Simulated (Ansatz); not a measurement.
The reference is BN in the zinc blende structure (space group F-43m, No. 216; a = 3.625 Å).

Level of theory: plane-wave PAW DFT at the PBE level (Ansatz, a quantum-chemistry and plane-wave program, 420 eV), no spin-orbit coupling.

Base values:

```
Item        Result
--------  --------
Pressure  0.00 GPa
```

Now apply this change: every lattice vector is stretched by 2.00 %, atoms relaxed at fixed cell.

Problem. What happens to the mean gap deformation potential ΔEg/Δln V and pressure?

Solution. The mean gap deformation potential ΔEg/Δln V comes out as -1.2 eV; the pressure goes from zero to -19.76 GPa.

The cells carry an imposed strain or load. Stability against distortions was not tested.
